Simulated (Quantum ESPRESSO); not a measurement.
Checking a run of Quantum ESPRESSO on LaAlNi₄ (P-6m2, 6 atoms in the cell). The aim is a self-consistent single point with DFT, PBEsol, plane waves, SSSP 1.1.2 efficiency (PBE) pseudopotentials.

Cell that was meant: a = 5.1661 Å, b = 5.1661 Å, c = 3.8714 Å, α = 90.00°, β = 90.00°, γ = 120.00°.

Part of the input:

```fortran
    input_dft = 'pbesol',
/
&ELECTRONS
    conv_thr = 1.0d-1,
    mixing_beta = 0.3,
/
ATOMIC_SPECIES
```

Log, with long lists cut:

```
     file Al.pbe-n-kjpaw_psl.1.0.0.UPF: wavefunction(s)  3S 3P renormalized

     Message from routine setup:
   [... lines left out ...]
        k(    1) = (   0.0000000   0.0000000   0.0000000), wk =   0.0250000
        k(    2) = (   0.0000000   0.0000000   0.2668864), wk =   0.0500000
        k(    3) = (   0.0000000   0.0000000   0.5337728), wk =   0.0500000
   [... 9 lines left out ...]

     Dense  grid:    81557 G-vectors     FFT dimensions: (  64,  64,  48)

     Smooth grid:    28815 G-vectors     FFT dimensions: (  45,  45,  36)

     Initial potential from superposition of free atoms

     starting charge      77.9892, renormalised to      86.0000
     Self-consistent Calculation

     iteration #  1     ecut=    50.00 Ry     beta= 0.30

     total energy              =   -1729.15435731 Ry
     estimated scf accuracy    <     347.34527182 Ry

     iteration #  2     ecut=    50.00 Ry     beta= 0.30

     total energy              =   -1872.02884405 Ry
     estimated scf accuracy    <     154.79126200 Ry

     iteration #  3     ecut=    50.00 Ry     beta= 0.30

     total energy              =   -1867.59905948 Ry
     estimated scf accuracy    <      53.44021995 Ry

   [... 7 blocks of this kind left out ...]

     iteration # 11     ecut=    50.00 Ry     beta= 0.30

     total energy              =   -1862.11348041 Ry
     estimated scf accuracy    <       0.20369649 Ry

     iteration # 12     ecut=    50.00 Ry     beta= 0.30
     End of self-consistent calculation

     the Fermi energy is    14.5190 ev

!    total energy              =   -1862.11532086 Ry
     estimated scf accuracy    <       0.01525022 Ry
     smearing contrib. (-TS)   =      -0.00022458 Ry
     internal energy E=F+TS    =   -1862.11509628 Ry

     convergence has been achieved in  12 iterations

     Forces acting on atoms (cartesian axes, Ry/au):

     atom    1 type  1   force =     0.00000000   -0.00000000    0.00000000
     atom    2 type  2   force =     0.00000000    0.00000000    0.00000000
     atom    3 type  3   force =     0.00000000    0.00000000    0.00000000
     atom    4 type  3   force =    -0.00546879   -0.00315741    0.00000000
   [... lines left out ...]
     Total force =     0.010938     Total SCF correction =     0.017430
   [... lines left out ...]

          total   stress  (Ry/bohr**3)                   (kbar)     P=     -811.41
  -0.00554142   0.00000000   0.00000000         -815.17        0.00        0.00
   0.00000000  -0.00554142   0.00000000            0.00     -815.17        0.00
   0.00000000   0.00000000  -0.00546462            0.00        0.00     -803.87

   JOB DONE.
```

### Question
Is this run sound? If not, what is wrong?

### Answer
The run is not sound. The fault is a convergence threshold that is too loose. A loop that stops early leaves an energy error of second order in the density error, but errors of first order in forces and stress. To fix it, tighten the threshold. The run converged in 12 iterations without an error; against the sound input the free energy goes up by 31.3 meV/atom, the pressure goes from -4.09 to -81.14 GPa and the largest force goes from 0.210 to 0.162 eV/Å. The full log also holds: “SCF correction compared to forces is large: reduce conv_thr to get better values”.

An input that runs soundly differs in these lines (not the only fix; some lines may just follow from the change or write a value another way):
```diff
-    conv_thr = 1.0d-1,
+    conv_thr = 1.0d-10,
```

With that input, the run converged in 25 iterations: free energy E − TS -25335.5571 eV; Fermi level (on the code's own zero) 14.51 eV; pressure -4.09 GPa; largest force (vector length) 0.210 eV/Å (DFT, PBEsol, plane waves, SSSP 1.1.2 efficiency (PBE) pseudopotentials).

On the sound input: the starting cell comes from a database of computed structures (which also holds hypothetical and non-ambient phases and stackings), without a prior relaxation at this level. Spin polarisation is off. With a pressure of about -4 GPa the cell is away from its equilibrium volume at this level.
